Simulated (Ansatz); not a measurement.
Take Cu in the fcc (Cu type) structure (space group Fm-3m, No. 225; relaxed with 0.1 eV smearing) as the base.

```xyz
1
Lattice="0.0000 1.8149 1.8149 1.8149 0.0000 1.8149 1.8149 1.8149 0.0000" Properties=species:S:1:pos:R:3 pbc="T T T"
Cu     0.0000     0.0000     0.0000
```

Computed with Ansatz (a quantum-chemistry and plane-wave program) PBE, no spin-orbit coupling.

Strains are applied to the cell and any free atomic positions relax.

One change was made to it. Results:

The energy rises by 21 meV/atom; the pressure goes from zero to 9.9 GPa.

**Question.** Name the change that was made.
A) isotropic strain +0.50 %
B) isotropic strain −2.00 %
C) isotropic strain −2.50 %

**Answer.** B, isotropic strain −2.00 %. For comparison, the energy relative to the base in the other runs: isotropic strain +0.50 % gives +1.2 meV/atom; isotropic strain −2.50 % gives +33 meV/atom.

Whether these cells are dynamically stable was not tested. The final runs are not spin-polarised.
